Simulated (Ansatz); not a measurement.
Amorphous Si24O53Ta2, 79 atoms at 2.65 g/cm³, one PBE-relaxed geometry, zone centre. Methods: PBE, scalar-relativistic without spin-orbit coupling (Ansatz, a quantum-chemistry and plane-wave program); r2SCAN, scalar-relativistic without spin-orbit coupling (Ansatz); HSE06, scalar-relativistic without spin-orbit coupling (Ansatz). Plane waves to 420 eV (r2SCAN 500 eV); exact exchange is cut at the cell's faces. At PBE the levels at both edges of the gap are localised (band-tail or defect states), and the nearest spread-out levels lie 5.6 eV apart at the zone centre. All rungs ran without spin polarisation.

The cell was made by melting and quenching with the CHGNet potential and then relaxed with DFT. O atoms were pushed apart under 1.9 Å during the dynamics, to hinder bonds among them. The hot cell started wider than the set density and was brought back towards it in steps. It is the lowest in DFT energy of 2 quenches. It is a model cell: composition and starting density were chosen by hand, and all elements were melted together. No dispersion term was used. Its density started from a set value of 2.65 and ended at 2.65 g/cm³. Cooling (nominally 480 K/ps over its main leg) ran many orders faster than in experiment, which tends to leave more defects and strain. One small periodic cell is one sample of the glass; other quenches scatter about these values. The volume was held where the preparation left it and the shape relaxed, at a PBE pressure of 0.0 GPa.

The relaxation ran on the zone centre alone. At PBE the gap between localised states is 3.01 eV on a 2×2×2 Γ-centred mesh, and the spacing at the zone centre alone 3.03 eV.

Task: What zone-centre spacing does r2SCAN give, roughly?

Result: 3.40 eV (+0.37 eV against PBE).

Task: What zone-centre spacing does HSE06 give, roughly?

Result: 4.63 eV (+1.60 eV against PBE).

The highest filled and the lowest empty state spread over these numbers of atoms (participation numbers): PBE: 5.1 and 2.7; r2SCAN: 5.0 and 2.5; HSE06: 5.0 and 2.6.
